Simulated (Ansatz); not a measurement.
The starting structures come from a database of crystals and need not be the phases stable at ambient conditions.

 Where the default PAW files enter, the runs use the earlier of Ansatz's two default sets.

Evanescent states of ScF$_{3}$ (R32, not sure to be the ambient phase, 4 atoms a cell, 16.8 Å³ an atom, -3 GPa at this level) along the normal of (110)

The numbers are results of r2SCAN (plane waves, PAW; Ansatz, a quantum-chemistry and plane-wave program), not measurements.

The gap is the functional's own. No spin-orbit coupling. Mid-gap values are interpolated on the energy grid.

Energies count from the valence-band top; κ is the least over a 8×6 mesh across the current.

```tsv
E (eV)	κ (1/Å)	where
0.15	0.299	off Γ
0.47	0.412	Γ
0.78	0.454	Γ
1.08	0.487	Γ
1.40	0.514	Γ
1.71	0.535	Γ
2.02	0.551	Γ
2.33	0.564	Γ
2.63	0.574	Γ
2.94	0.580	Γ
3.25	0.583	Γ
3.56	0.584	Γ
3.88	0.582	Γ
4.18	0.577	Γ
4.50	0.569	Γ
4.80	0.557	Γ
5.12	0.540	Γ
5.42	0.517	Γ
5.74	0.484	Γ
6.04	0.436	Γ
6.36	0.360	Γ
6.67	0.226	Γ
```

**Question.** How thick must the barrier be to attenuate the transmission by 10^4 when the electrodes' Fermi level lies at 3.56 eV, and what attenuation does that film give at 1.08 eV?

**Answer.** d = 4 ln 10 / (2 × 0.584) = 7.9 Å. At 1.08 eV it gives 4 × 0.487/0.584 = 3.3 decades.
